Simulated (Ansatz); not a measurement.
GaN: energy against volume

GaN (zinc blende, F-43m, 11.375 Å³/atom and stress up to 0.01 GPa in the relaxed cell, cube axes along x, y and z) under hydrostatic pressure, with the cell free. r2SCAN in Ansatz, a plane-wave DFT program (PAW, default set), 500 eV, 13×13×13 Γ-centred mesh, Fermi-Dirac smearing 0.05 eV; ions are relaxed, or left where forces stay under 0.02 eV/Å, within the symmetry of each cell.

Here V stands for volume and E for E less E0.

```
volume (Å³/atom)  E less E0 (meV/atom)  pressure (GPa)
----------------  --------------------  --------------
11.4932                           0.75           -1.99
11.4329                           0.18           -0.99
11.3747                           0.00            0.00
11.3233                           0.15            0.90
11.2566                           0.77            2.10
11.1284                           3.41            4.51
10.9089                          12.60            8.99
10.6464                              ?               ?
```

### Question
Fit E against V with the third-order Birch-Murnaghan form, a cubic in V^(-2/3), and predict the withheld value at V = 10.6464.

### Answer
With u = V^(-2/3) - 0.1989, the rows have u = -0.0025462, -0.0018564, -0.0011848, -0.0005869, 0.0001957, 0.0017218, 0.0044040. Least squares gives E = 0.568 + 956.4·u + 403316·u² - 32729·u³. Residuals (row less fit): 0.002, -0.003, -0.001, 0.004, -0.001, 0.000, 0.000; standard error 0.003 (degrees of freedom: 3). Its minimum lies at u = -0.0011855, so V0 = (0.1977145)^(-3/2) = 11.37. There d²E/du² = 806900 and d³E/du³ = -196400, so B0 = (4/9) × 11.37^(-7/3) × 806900 × 0.160218 = 197 GPa (the last factor turns the table's units into GPa), and B0' = 4 + (2/3) × 0.1977145 × (-196400)/806900 = 4.0. B0' rests on the cubic coefficient alone and has a standard error of 0.2 from these residuals. At the withheld row, u = 0.0077323, so E = 0.568 + 956.4 × 0.0077323 + 403316 × 0.0077323² - 32729 × 0.0077323³ = 32.062 meV/atom. The calculation gives 32.15 meV/atom, 0.088 meV/atom above the prediction (0.3 % of the range of E in the table). The row lies outside the fitted rows, so this is an extrapolation. The scatter of the fitted rows lies at the last printed digit.

Other structures, which can take over under pressure, weren't tried. The same form fitted to the pressure column gives B0' = 4.3; series where the two differ by over 0.4 aren't shown. GaN is here a metastable form; wurtzite is the usual one. Rows are the converged runs of the series near zero and its far end, less any whose ions stayed unrelaxed beside relaxed ones; series whose fitted rows scatter by over a few per cent of the range, as at a crossing or softening among them, aren't shown in this form.
